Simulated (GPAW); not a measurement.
# Input and output of a self-consistent single point for Cs (Im-3m, 1 atom in the cell) (GPAW)

Computed with PBEsol, GPAW PAW datasets PBEsol (made by gpaw-setup) (plane waves; GPAW).

Input as run:

```python
from ase import Atoms
from ase.units import GPa
from gpaw import GPAW, PW

atoms = Atoms(['Cs'],
              cell=[[-3.034750, 3.034750, 3.034750],
                    [3.034750, -3.034750, 3.034750],
                    [3.034750, 3.034750, -3.034750]],
              scaled_positions=[[0.000000, 0.000000, 0.000000]],
              pbc=True)

calc = GPAW(mode=PW(550),
            xc='PBEsol',
            kpts=(5, 5, 5),
            occupations={'name': 'methfessel-paxton', 'width': 0.1, 'order': 0},
            nbands=-9,
            symmetry={'symmorphic': False, 'tolerance': 0.0005},
            maxiter=150)

atoms.calc = calc

energy = atoms.get_potential_energy()
print('Energy (eV):', round(energy, 6))
forces = atoms.get_forces()
print('Forces (eV/Ang):')
print(forces.round(5))
stress = atoms.get_stress()
print('Stress (GPa, Voigt):', (stress / GPa).round(4))
```

Log, with long lists cut:

```
Input parameters:
  kpts: [5 5 5]
  maxiter: 150
  mode: {ecut: 550.0,
         name: pw}
  nbands: -9
  occupations: {name: methfessel-paxton,
                order: 0,
                width: 0.1}
  symmetry: {symmorphic: False,
             tolerance: 0.0005}
  xc: PBEsol

species:
  Cs:
    name: Caesium
    Z: 55.0
    valence: 9
    core: 46
    charge: 0.0
    file: Cs.PBEsol.gz

    # Using partial waves for Cs as LCAO basis

Reference energy: -211715.069452  # eV

Spin-paired calculation

Convergence criteria:
 Maximum [total energy] change in last 3 cyles: 0.0005 eV / valence electron
 Maximum integral of absolute [dens]ity change: 0.0001 electrons / valence electron
 Maximum integral of absolute [eigenst]ate change: 4e-08 eV^2 / valence electron
 Maximum number of scf [iter]ations: 150

Symmetries present (total): 48
Symmetries with fractional translations: 0
125 k-points: 5 x 5 x 5 Monkhorst-Pack grid
10 k-points in the irreducible part of the Brillouin zone
       k-points in crystal coordinates                weights
   0:     0.00000000    0.00000000    0.00000000          1/125
   1:     0.20000000    0.00000000    0.00000000         12/125
   2:     0.20000000    0.20000000   -0.20000000          6/125
   [... 7 lines left out ...]

Wave functions: Plane wave expansion
  Cutoff energy: 550.000 eV
  Number of coefficients (min, max): 3256, 3319
  Pulay-stress correction: 0.000000 eV/Ang^3 (de/decut=0.000000)

Occupation numbers: Methfessel-Paxton:
  width: 0.1000  # eV
  order: 0

Eigensolver

Densities:
  Coarse grid: 30*30*30 grid
  Fine grid: 60*60*60 grid
  Total Charge: 0.000000

Density mixing:
  Method: separate
  Backend: pulay
  Linear mixing parameter: 0.05
  old densities: 5
  Damping of long wavelength oscillations: 50

Hamiltonian:
  XC and Coulomb potentials evaluated on a 60*60*60 grid
  External potential:
    NoExternalPotential

XC parameters: PBEsol with 2 nearest neighbor stencil

Number of atoms: 1
Number of atomic orbitals: 5
Number of bands in calculation: 13
Number of valence electrons: 9
Bands to converge: occupied

Density initialized from atomic densities
  5 bands from LCAO basis set
  8 bands from random numbers

Atomic positions and initial magnetic moments

Positions:
   0 Cs     0.000000    0.000000    0.000000    ( 0.0000,  0.0000,  0.0000)

Unit cell:
           periodic     x           y           z      points  spacing
  1. axis:    yes   -3.034750    3.034750    3.034750    30     0.1431
  2. axis:    yes    3.034750   -3.034750    3.034750    30     0.1431
  3. axis:    yes    3.034750    3.034750   -3.034750    30     0.1431

  Lengths:   5.256341   5.256341   5.256341
  Angles:  109.471221 109.471221 109.471221

Effective grid spacing dv^(1/3) = 0.1606

     iter     time        total  log10-change:
                         energy   eigst   dens
iter:   1 --:--:--    -1.294788
iter:   2 --:--:--    -1.248562   -2.22  -1.01
iter:   3 --:--:--    -0.924890   -1.70  -1.05
iter:   4 --:--:--    -0.927168   -3.38  -1.67
iter:   5 --:--:--    -0.954815   -2.68  -1.68
iter:   6 --:--:--    -0.918680   -2.68  -1.53
iter:   7 --:--:--    -0.918745   -4.37  -2.52
iter:   8 --:--:--    -0.918814c  -5.56  -2.56
iter:   9 --:--:--    -0.918664c  -4.29  -2.53
iter:  10 --:--:--    -0.918644c  -6.15  -3.05
iter:  11 --:--:--    -0.918687c  -5.43  -3.56
iter:  12 --:--:--    -0.918642c  -5.33  -2.88
iter:  13 --:--:--    -0.918642c  -6.82  -4.20c
iter:  14 --:--:--    -0.918642c  -8.00c -4.07c

Converged after 14 iterations.

Dipole moment: (-0.000000, -0.000000, -0.000000) |e|*Ang

Energy contributions relative to reference atoms: (reference = -211715.069452)

Kinetic:         +0.518753
Potential:       -0.314541
External:        +0.000000
XC:              -1.104146
Entropy (-ST):   -0.009613
Local:           -0.013900
SIC:             +0.000000
--------------------------
Free energy:     -0.923449
Extrapolated:    -0.918642

Showing only first 2 kpts
 Kpt  Band  Eigenvalues  Occupancy
  0     2     -8.55671    2.00000
  0     3     -8.55671    2.00000
  0     4      0.28921    2.00000
  0     5      4.51719    0.00000

  1     2     -8.57421    2.00000
  1     3     -8.55680    2.00000
  1     4      0.72716    2.00000
  1     5      3.99501    0.00000

Fermi level: 2.05828

No gap
No difference between direct/indirect transitions
Energy (eV): -0.918642

Forces in eV/Ang:
  0 Cs    0.00000    0.00000   -0.00000

Stress tensor:
     0.000436     0.000000    -0.000000
     0.000000     0.000436    -0.000000
    -0.000000    -0.000000     0.000436
Stress (GPa, Voigt): [ 0.0698  0.0698  0.0698 -0.     -0.      0.    ]
```

The run converged in 14 iterations. GPAW prints stress with tension positive.

The starting cell has typed, rounded lattice constants, without a prior relaxation at this level. Its lattice was rescaled by up to half a per cent.
